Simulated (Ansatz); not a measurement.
Take ScPt in the CsCl type structure (space group Pm-3m, No. 221; a = 3.2600 Å; relaxed with 0.1 eV smearing) as the base. Axes: x, y, z lie along the cube axes.

The change: the cell is compressed by 1.06 % along z with no lateral relaxation; the atoms relax in the strained cell.

Levels (all Ansatz, an electronic-structure program, PAW): PBEsol (420 eV, spin-orbit coupling left out); PBEsol+SOC (420 eV, with spin-orbit coupling).

The geometry is relaxed with PBEsol.

| Item | Value |
|---|---|
| PBEsol pressure | 1.6 GPa |

Task: Predict the pressure from PBEsol+SOC.

Result: The pressure drops by 0.35 GPa, from 1.6 GPa to 1.3 GPa.

Single points use the geometry relaxed with PBEsol. Differences between runs with and without spin-orbit coupling are approximate. Whether these cells are dynamically stable was not tested. The runs without spin-orbit coupling are not spin-polarised.
